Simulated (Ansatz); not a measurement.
The parent structure is SnTe in the rock salt structure (space group Fm-3m, No. 225; a = 6.3697 Å). Axes: x, y, z lie along the cube axes.

The values are results of r2SCAN (Ansatz, a program for electronic structure), scalar-relativistic without spin-orbit coupling, not measurements.

Now apply this change: uniaxial strain ε_zz = +1.50 %, all other strain components held at zero; the atoms relax in the strained cell.

Question: Predict the stress tensor and what it implies for the stiffness.

Answer: Stress of the strained cell less that of the base (GPa, compression positive):
```
  -0.05    0.00    0.00
   0.00   -0.05    0.00
   0.00    0.00   -1.72
```

Then −Δσ_ii/ε with ε = 0.0150 gives secant stiffness values (nonlinear terms included at this strain): C33 ≈ 115 GPa.

Stability against distortions was not tested.
